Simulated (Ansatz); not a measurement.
## TiN: response to strain

Consider TiN in the rock salt structure (space group Fm-3m, No. 225; a = 4.204 Å; relaxed with 0.1 eV smearing). Axes: x, y, z lie along the cube axes.

Strains are applied to the cell and any free atomic positions relax; under biaxial strain the out-of-plane vector relaxes too.

Computed with Ansatz (a quantum-chemistry and plane-wave program) PBEsol, without spin-orbit coupling, earlier PAW set.

Candidates:
(a) biaxial strain −1.02 %, plane normal [001], relaxed out of plane
(b) strain tensor (xx, yy, zz, yz, xz, xy) = (−1.62, +1.87, +1.63, +0.05, −0.31, +0.26) %
(c) biaxial strain +2.46 %, plane normal [110], relaxed out of plane
(d) strain tensor (xx, yy, zz, yz, xz, xy) = (+0.82, −0.32, −0.75, −0.68, −0.29, −0.48) %

Notes on the quantities. energy relative to the base: free energy F.

**Question.** Order them by energy relative to the base, lowest first.

**Answer.** (d) strain tensor (xx, yy, zz, yz, xz, xy) = (+0.82, −0.32, −0.75, −0.68, −0.29, −0.48) % (+3.6 meV/atom), (a) biaxial strain −1.02 %, plane normal [001], relaxed out of plane (+4.5 meV/atom), (b) strain tensor (xx, yy, zz, yz, xz, xy) = (−1.62, +1.87, +1.63, +0.05, −0.31, +0.26) % (+14 meV/atom), (c) biaxial strain +2.46 %, plane normal [110], relaxed out of plane (+21 meV/atom)

A biaxial case was relaxed in a doubled cell and then solved in the primitive one. No phonon test of stability was made. The final runs are not spin-polarised. An odd electron count without spin: TiN.
